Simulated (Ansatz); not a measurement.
Effect of S → Ir on ZnS

The reference is ZnS in the wurtzite structure (space group P6_3mc, No. 186; a = 3.806 Å, c = 6.245 Å).

It is then changed as follows: every S is replaced by Ir, then cell and atoms are relaxed.

The values are results of plane-wave PAW DFT at the r2SCAN level (Ansatz, a first-principles code, 500 eV), no SOC, not measurements. Γ-centred 13×13×10 mesh, Fermi–Dirac width 0.05 eV, for the changed cell.

The volume per atom drops by 0.761 Å³ (19.59 Å³ → 18.82 Å³) and the density increases by 7.23 g/cm³, from 4.13 g/cm³ to 11.36 g/cm³. The space group changes from P6_3mc (No. 186) to P6_3/mmc (No. 194) and the shortest interatomic distance rises by 0.0975 Å to 2.431 Å. The band gap becomes zero (base: 2.78 eV).

Stability against distortions was not tested. As relaxed here, ZnIr is a hypothetical phase, not in the database extracts checked. The final runs are not spin-polarised. ZnIr has a high density of states at the Fermi level and may be magnetic at this level.
